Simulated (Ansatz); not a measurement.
The starting structures come from a database of crystals and need not be the phases stable at ambient conditions.

By PBEsol, the system below comes out a metal.

A figure of merit of an interconnect metal is its ballistic conductance per area.

Input:

```
CELL_PARAMETERS angstrom
      2.82510     0.00000     0.00000
      0.00000    12.60137     0.00000
      1.41255     0.00000     2.44661
ATOMIC_POSITIONS crystal
  Al 0.66667 0.75000 0.66667
  Al 0.33333 0.25000 0.33333
  Cr 0.33333 0.58506 0.33333
  Cr 0.66667 0.41494 0.66667
  Cr 0.66667 0.08506 0.66667
  Cr 0.33333 0.91494 0.33333
  C  0.00000 0.50000 0.00000
  C  0.00000 0.00000 0.00000
```

The cell is taken as given; by PBEsol it stands under a pressure of -3.0 GPa.

The current flows along the normal of the first two printed cell vectors, the (100) plane of the conventional cell. No spin-orbit coupling; the value is a mean over 0.1 eV about the Fermi level.

Task: Predict the ballistic conductance per area from PBEsol (Ansatz, a program for electronic structure).

Result: 0.89 × 10¹⁵ S/m² for both spins.
